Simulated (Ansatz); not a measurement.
Start from AlN in the zinc blende structure (space group F-43m, No. 216; a = 4.378 Å). Axes: x, y, z lie along the cube axes.

Level of theory: Ansatz (an electronic-structure program), PBEsol, PAW, cutoff 420 eV, no spin-orbit coupling.

Before the change:

| Quantity | Result |
|---|---|
| Electron mass | 0.52 mₑ along k, 0.32 mₑ across (at X) |
| Smallest direct gap | 4.06 eV |
| Band gap | 3.19 eV |

It is then changed as follows: biaxial strain +0.42 %, plane normal [111], relaxed out of plane (Cartesian); in-plane vectors clamped, the third vector and the atoms free.

### Question
Predict the new electron mass, smallest direct gap, band gap and out-of-plane strain.

### Answer
The electron mass changes from 0.52 mₑ along k, 0.32 mₑ across (at X) to 0.53 mₑ along k, 0.32 mₑ across (at X); the smallest direct gap drops by 0.09 eV (4.06 eV → 3.97 eV); the band gap falls by 0.036 eV to 3.16 eV; the out-of-plane strain comes out as -0.16 %.

Effective masses come from finite differences of ±0.01 Å⁻¹. Along k means along the line from Γ to the band edge. Stability against distortions was not tested. This is not the structure that AlN has at room temperature and ambient pressure.
